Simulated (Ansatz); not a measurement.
# Response to strain in BP

Consider BP in the zinc blende structure (space group F-43m, No. 216; a = 4.491 Å).

Strains are applied to the cell and any free atomic positions relax.

All numbers come from Ansatz (an electronic-structure program) LDA, without spin-orbit coupling.

Candidates:
(a) isotropic strain −2.00 %
(b) isotropic strain −1.50 %
(c) isotropic strain +2.00 %
(d) isotropic strain +3.00 %
(e) isotropic strain +1.50 %

For the base:

| Item | Result |
|---|---|
| Smallest direct gap | 3.43 eV |

**Question.** Order them by smallest direct gap, lowest first.

**Answer.** (d) isotropic strain +3.00 % (3.29 eV), (c) isotropic strain +2.00 % (3.34 eV), (e) isotropic strain +1.50 % (3.36 eV), (b) isotropic strain −1.50 % (3.51 eV), (a) isotropic strain −2.00 % (3.54 eV)

Stability against distortions was not tested.
